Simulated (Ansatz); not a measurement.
Start from Ru in the hcp (Mg type) structure (space group P6_3/mmc, No. 194; a = 2.704 Å, c = 4.263 Å; relaxed with 0.1 eV smearing). Axes: x lies along a and z along c of the hexagonal cell.

Computed with Kohn–Sham DFT with the r2SCAN functional, run in Ansatz (a program for electronic structure) with PAW and 500 eV plane waves, spin-orbit coupling left out.

Modification: uniaxial strain ε_zz = +2.50 %, all other strain components held at zero, atoms relaxed at fixed cell.

Q: Predict the stress tensor and what it implies for the stiffness.

A: Stress of the strained cell less that of the base (GPa, compression positive):
```
   -4.2     0.0     0.0
    0.0    -4.2     0.0
    0.0     0.0   -15.5
```

Then −Δσ_ii/ε with ε = 0.0250 gives secant stiffness values (nonlinear terms included at this strain): C33 ≈ 622 GPa, C13 ≈ 167 GPa and C23 ≈ 167 GPa.

As a check, the harmonic strain energy −½ V₀ Δσ:ε is 16 meV/atom; the computed energy rise is 17 meV/atom.

Whether these cells are dynamically stable was not tested. The final runs are not spin-polarised.
